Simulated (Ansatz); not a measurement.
## TiPt3: response to strain

Start from TiPt$_{3}$ in the Cu3Au type structure (space group Pm-3m, No. 221; a = 3.900 Å; relaxed with 0.1 eV smearing). Axes: x, y, z lie along the cube axes.

Strains are applied to the cell and any free atomic positions relax; under biaxial strain the out-of-plane vector relaxes too.

Method: PBEsol (Ansatz, a first-principles code; PAW; 420 eV plane waves; without spin-orbit coupling).

| biaxial strain, plane normal [111], relaxed out of plane (%) | out-of-plane strain (%) |
|---|---|
| 0 | 0.00 |
| 0.5 | -0.35 |
| 1 | ? |
| 1.5 | -1.04 |
| 2 | -1.38 |
| 2.5 | -1.73 |

Problem. Fit ε⊥ = −νε + γε² (strains in %) to the rows shown and predict the withheld row.

Solution. Least squares on the printed values gives ν = 0.70 (the biaxial Poisson response) and γ = 0.002 (largest residual 0.00 %); this predicts -0.69 %, and the run gives -0.69 %, in agreement.

Stability against distortions was not tested. The final runs are not spin-polarised.
